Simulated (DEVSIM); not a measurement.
System: abrupt Si p-n junction, at 350 K.

```tsv
layer (left to right)	material	thickness (μm)	Nd (cm⁻³)	Na (cm⁻³)	τn (s)	τp (s)
1	Si	20.0	-	4.6e18	8.2e-5	8.2e-5
2	Si	0.760	5.5e15	-	8.2e-5	8.2e-5
```

Left contact: ohmic. Right contact: ohmic. Voltage is applied to the left contact. Recombination: SRH at mid-gap. Gap narrowing is on: ΔEg = 6.92 meV × (l + √(l² + 0.5)), l = ln(N/1.3e17 cm⁻³), shared equally by both band edges. Mobility is μmin + (μ − μmin)/(1 + (N/Nref)^α).

This is a model device: material constants are rounded textbook-type values typed into the input, and sizes, dopings and lifetimes were drawn at random. Values at 300 K; Nc and Nv go as T^1.5, mobilities as T to minus their exponent, the gap by Varshni's rule with the affinity fixed.

| parameter | Si |
|---|---|
| gap (eV) | 1.124 |
| affinity (eV) | 4.05 |
| permittivity | 11.7 |
| Nc (cm⁻³) | 2.86e19 |
| Nv (cm⁻³) | 3.1e19 |
| μn (cm²/Vs) | 1417 |
| μp (cm²/Vs) | 470 |
| μn,min | 52 |
| μp,min | 45 |
| Nref,n | 9.7e16 |
| Nref,p | 2.2e17 |
| αn | 0.68 |
| αp | 0.72 |
| T exponent of μn | 2.3 |
| T exponent of μp | 2.2 |
| Varshni α (eV/K) | 0.000473 |
| Varshni β (K) | 636 |

Simulated with DEVSIM: 1D drift-diffusion, Boltzmann statistics, complete ionisation; no tunnelling, impact ionisation, image-force lowering or self-heating.

The thickness of layer 1 was swept, all else fixed.

| thickness of layer 1 (μm) | dark forward voltage at 100 A/cm² (V) |
|---|---|
| 4 | 0.582 |
| 7 | 0.582 |
| 12 | 0.583 |
| 20 | 0.585 |
| 34 | 0.587 |
| 60 | 0.592 |
| 100 | 0.599 |

From the first row to the last the dark forward voltage at 100 A/cm² goes from 0.582 to 0.599.
